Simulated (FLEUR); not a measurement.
## A self-consistent single point of Cu (Fm-3m, 1 atom in the cell) with FLEUR

Level of theory: PBE, all-electron FLAPW (FLEUR), scalar-relativistic valence.

This input was run:

Input of the input generator:

```
Cu FLAPW
&input film=f /
-0.0000000000 1.8104150000 1.8104150000
1.8104150000 0.0000000000 1.8104150000
1.8104150000 1.8104150000 -0.0000000000
1.8897261246
1.0 1.0 1.0

1
29 0.0000000000 0.0000000000 0.0000000000

&comp jspins=1 /
&kpt div1=14 div2=14 div3=14 gamma=t /
&end /
```

```xml
<?xml version="1.0" encoding="UTF-8" standalone="no"?>
<fleurInput fleurInputVersion="0.39">
   <comment>
      Cu FLAPW                                                                                            
   </comment>
   <calculationSetup>
      <cutoffs Kmax="3.5" Gmax="12.2" GmaxXC="12.2" numbands="0"/>
      <scfLoop itmax="80" minDistance="0.00001" maxIterBroyd="40" imix="Anderson" alpha="0.05" precondParam="0.0" spinf="2.0"/>
      <coreElectrons ctail="T" frcor="F" kcrel="0" coretail_lmax="0"/>
      <xcFunctional name="pbe" relativisticCorrections="F"/>
      <magnetism jspins="1"/>
      <soc l_soc="F" theta="0.0" phi="0.0" spav="F"/>
      <expertModes spex="0" secvar="F"/>
      <geometryOptimization l_f="T" forcealpha="1.0" forcemix="BFGS" epsdisp="0.00001" epsforce="0.00001"/>
      <ldaU l_linMix="F" mixParam="0.05" spinf="1.0"/>
   </calculationSetup>
   <cell>
      <bzIntegration valenceElectrons="11.0" mode="hist" fermiSmearingEnergy="0.00367493">
         <kPointListSelection listName="default-1"/>
         <!-- k-points included here -->
         <xi:include xmlns:xi="http://www.w3.org/2001/XInclude" href="kpts.xml"> </xi:include>
      </bzIntegration>
      <!-- symmetry operations included here -->
      <xi:include xmlns:xi="http://www.w3.org/2001/XInclude" href="sym.xml"> </xi:include>
      <bulkLattice scale="1.0">
         <bravaisMatrix>
            <row-1>    0.0000000000000000     3.4211885218677089     3.4211885218677089</row-1>
            <row-2>    3.4211885218677089     0.0000000000000000     3.4211885218677089</row-2>
            <row-3>    3.4211885218677089     3.4211885218677089     0.0000000000000000</row-3>
         </bravaisMatrix>
      </bulkLattice>
   </cell>
   <atomSpecies>
      <species name="Copper (Cu)" element="Cu" atomicNumber="29">
         <mtSphere radius="2.26" gridPoints="781" logIncrement="0.016"/>
         <atomicCutoffs lmax="8" lnonsphr="6"/>
         <electronConfig flipSpins="F">
            <coreConfig>(1s1/2) (2s1/2) (2p1/2) (2p3/2) (3s1/2) (3p1/2) (3p3/2)</coreConfig>
            <valenceConfig>(4s1/2) (3d3/2) (3d5/2)</valenceConfig>
            <stateOccupation state="(4s1/2)" spinUp="0.5" spinDown="0.5"/>
         </electronConfig>
         <energyParameters s="4" p="4" d="3" f="4"/>
      </species>
   </atomSpecies>
   <atomGroups>
      <atomGroup species="Copper (Cu)">
         <relPos label="                   1">.0000000000 .0000000000 .0000000000</relPos>
         <force calculate="T" relaxXYZ="TTT"/>
      </atomGroup>
   </atomGroups>
   <output dos="F" band="F" slice="F">
      <checks vchk="F" cdinf="F"/>
      <bandDOS minEnergy="-.5*Htr" maxEnergy="0.5*Htr" sigma="0.015" storeEVData="T"/>
      <vacuumDOS vacdos="F" integ="F" star="F" nstars="0" locx1="0.0" locy1="0.0" locx2="0.0" locy2="0.0" nstm="0" tworkf="0.0"/>
      <unfoldingBand unfoldBand="F" supercellX="1" supercellY="1" supercellZ="1"/>
      <plotting iplot="0" polar="F">
         <plot TwoD="T" vec1="  1.0  0.0  0.0" vec2="  0.0  1.0  0.0" vec3="  0.0  0.0  1.0" zero="  0.0  0.0  0.0" file="plot"/>
      </plotting>
      <chargeDensitySlicing numkpt="0" minEigenval="0.0" maxEigenval="0.0" nnne="0" pallst="F"/>
      <specialOutput eonly="F"/>
      <magneticCircularDichroism mcd="F" energyLo="-10.0" energyUp="0.0"/>
   </output>
  <!-- We include the file relax.xml here to enable relaxations (see documentation) -->
  <xi:include xmlns:xi="http://www.w3.org/2001/XInclude" href="relax.xml"> <xi:fallback/> </xi:include>
</fleurInput>
```

The program printed (abridged):

```
      Welcome to FLEUR        (www.flapw.de)
      MaX-Release 8.1          (www.max-centre.eu)

 ========== k-point set info ==========
 Selected k-point list: default-1
 k-point list type: mesh
 14 x 14 x 14
 Number of k points: 104

 ------------Calculation Setup---------------------------
           1           2           4           8          13          26          52         104
 Number of basis functions:           64
 Iteration:     1   Distance:      39.96353982 me/bohr^3
 Iteration:     2   Distance:      29.43424613 me/bohr^3
 Iteration:     3   Distance:       7.93796390 me/bohr^3
 Iteration:     4   Distance:       7.88812492 me/bohr^3
 Iteration:     5   Distance:       1.20650166 me/bohr^3
 Iteration:     6   Distance:       2.87050020 me/bohr^3
   [... 2 lines left out ...]
 Iteration:     9   Distance:       0.00803947 me/bohr^3
 Iteration:    10   Distance:       0.00043030 me/bohr^3
 Iteration:    11   Distance:       0.00058108 me/bohr^3
 Iteration:    12   Distance:       0.00002747 me/bohr^3
 Iteration:    13   Distance:       0.00000662 me/bohr^3

 Run finished successfully
 Stop message:
   Structural relaxation: Done

[file out, last iteration]
             iter=     14
          p o t e n t i a l   g e n e r a t o r
[...]
          integral of pseudo charge density inside the slab=        0.000000   0.000000
     coulomb potential in the interstitial region:
          density-coulomb potential integrals
          total density-coulomb potenti    -2542.1266461162
          density-effective potential integrals for spin  1
          total density-effective poten   -2.6300194825E+03
          charge density-energy density integrals
          total charge density-energy d   -6.7632474891E+01
 Updated energy parameters for spin:           1
  Atom    1 4s branch from -3.84 to  1.59 htr. ; e_l =  0.1548
  Atom    1 4p branch from -2.27 to  2.21 htr. ; e_l =  0.3053
  Atom    1 3d branch from -9.99 to  0.28 htr. ; e_l =  0.1918
  Atom    1 4f branch from -9.99 to  3.71 htr. ; e_l =  0.6319
[...]
 fermi energy and band-weighting factors:
at   0.00000   0.00000   0.00000   k-weight:    0.000364
    9 eigenvalues :
   -0.048839    0.181120    0.181120    0.181120    0.211641    0.211641    1.125712    1.221133
    1.221133
   [... 2 blocks of this kind left out ...]

[...]
FERMIE:
          first approx. to ef    (T=0)  :   0.293483 htr   (energy of the highest occ. eigenvalue)
          number of occ. states  (T=0)  :        579
          first approx. to seigv (T=0)  :   2.004824 htr
          sum of weights of occ. states :   5.515671
          sum of semicore charge        :   0.000000 e
FERHIS:  Fermi-Energy by histogram:
          bandgap                     :   0.002363 htr
          charge neutrality (T=0)     :   0.031341    (zero if the highest occ. eigenvalue is "entirely" occupied)
     EF_NEWTON:  Adjust Fermi-Energy by Newton-Method.
               Number of iterations needed  :   4
               The error in the weight is   : -0.59936E-11
               The error in ef is           :  0.15023E-11 htr
     -->  new fermi energy            :   0.291924 htr
          valence charge              :  11.000000 e
          actual charge blw ef-8kt    :  10.751458 e
          actual charge blw ef+8kt    :  11.000000 e
          number of occ. states       :       588
          sum of the valence weights  :    5.500000
          entropy         :   0.099186 *kb htr/K =   0.00000 htr/K
          sum of val. single particle energies:         1.9958180451 htr
 Direct bandgap for spin            1 :    6.2685781529231877E-002  Htr
 at k-point           67  with k-vector    7.1428571428571425E-002  0.21428571428571427       0.50000000000000000
          valence density: spin= 1
[...]
     l-like charge
     atom     s        p        d        f        total
 -->  1    0.43402  0.35703  9.17164  0.01636    9.98367
          total charge for spin  1=   11.000000
          interst. charge =       1.016332
          mt charge=              9.983668
          total charge  =   11.000000
          z= 29.     r(1)=  0.859238E-05     dx= 0.016000     m.t.index= 781
               n    l     j    energy       weight
               1.   0.   0.5 -324.8240      2.0000
               2.   0.   0.5  -38.6800      2.0000
               2.   1.   0.5  -33.8379      2.0000
               2.   1.   1.5  -33.0848      4.0000
               3.   0.   0.5   -3.8470      2.0000
               3.   1.   0.5   -2.3449      2.0000
               3.   1.   1.5   -2.2494      4.0000
          atom type    1  (spin 1)
          kinetic energy=  0.159051588057E+04     sum of the eigenvalues= -0.948404425016E+03
          0.00548707  electrons lost from core.
          total charge for spin  1=   29.000000
          interst. charge =       1.021573
          mt charge=             27.978427
          total charge  =   29.000000
          zc=    29.000000     qfix=    1.000000
     t o t a l  e n e r g y
          sum of eigenvalues =              -946.4086069713
          density-coulomb potential int    -2542.1266461162
          density-effective potential i    -2630.0194825306
          charge density-ex.-corr.energ      -67.6324748908
          el.-nucl. inter. diff. m.t.       1989.2655571246
          Madelung term for atom type:       -10.6829882726
 ---->    total energy=                    -1655.0334677868 htr
 ---->    (input%tkb*entropy) TS=              0.0003645007 htr
 ---->    free energy=                     -1655.0338322875 htr
      extrapolation for T->0
 ---->    total electron energy=           -1655.0336500372 htr
 ***** TOTAL FORCES ON ATOMS *****
 TOTAL FORCE FOR ATOM TYPE=  1  X=  0.000   Y=  0.000   Z=  0.000
                       FX_TOT= 0.000000 FY_TOT= 0.000000 FZ_TOT= 0.000000
 Structural relaxation: Done
```

The run converged in 13 iterations. FLEUR gives forces in its relaxation mode, with a further iteration, so its stop message speaks of a relaxation.

The starting cell has typed, rounded lattice constants, without a prior relaxation at this level. Its lattice was rescaled by up to half a per cent. Spin polarisation is off. Values depend on the basis (sphere radii, cutoffs, local orbitals), which need not be converged. The log's line on a gap gives a spacing of levels on this mesh, which the program prints for metals too.

These are the values that this program gave, and no reference: the default basis lacks the next d shell.
